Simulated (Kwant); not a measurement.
Device: six-terminal Hall bar in a InAs two-dimensional gas. Effective mass 0.023 mₑ, grid spacing 5.8 nm, hard walls, nominal width 150 nm (25 grid rows, so walls 150.8 nm apart), one parabolic valley, scattering region 390 nm long along x; energies count from the band bottom; Fermi energy 0.017 eV. Four side probes 75 nm wide, two on each edge; current runs along x; the sign of the Hall resistance is a convention. Perpendicular field swept from 0.40563 to 8.2748 T, also in the leads; orbital effect alone.

The device is made up for the run: typed textbook-type constants, with dimensions and the other settings drawn at random.

Model: effective-mass tight-binding model on a square grid, one spin, coherent transport at 0 K (Kwant). Resistances are in h/e².

How many Landau levels lie under the Fermi energy, and what Hall resistance follows, at 17.0 meV and 0.806 T; 17.0 meV and 1.47 T; 17.0 meV and 2.81 T; 17.0 meV and 3.47 T?

ħωc = ħeB/m = 5.03 meV a tesla; levels lie at (n + ½)ħωc. E/ħωc = 4.19 gives 4 levels and h/(4e²) = 0.250; simulated 0.249. E/ħωc = 2.29 gives 2 levels and h/(2e²) = 0.500; simulated 0.500. E/ħωc = 1.20 gives 1 level and h/(1e²) = 1.000; simulated 1.000. E/ħωc = 0.97 gives 1 level and h/(1e²) = 1.000; simulated 1.000.
